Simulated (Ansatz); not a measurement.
What isotropic strain +1.72 % does to Ru

Start from Ru in the hcp (Mg type) structure (space group P6_3/mmc, No. 194; a = 2.705 Å, c = 4.260 Å).

Now apply this change: every lattice vector is stretched by 1.72 %; the atoms relax in the strained cell.

Method: r2SCAN in Ansatz (plane waves to 500 eV, PAW, no SOC). Settings: 20×20×11 k-points, 0.05 eV Fermi–Dirac smearing.

The volume per atom increases by 0.71 Å³ (13.49 Å³ → 14.20 Å³) and the shortest interatomic distance grows by 0.0454 Å, from 2.641 Å to 2.687 Å. The energy increases by 36 meV/atom and the pressure (mean of the normal stresses, compression positive) goes from zero to -15.3 GPa. The band gap is still zero.

Stability against distortions was not tested. The final runs are not spin-polarised.

Ansatz is a quantum-chemistry and plane-wave program.
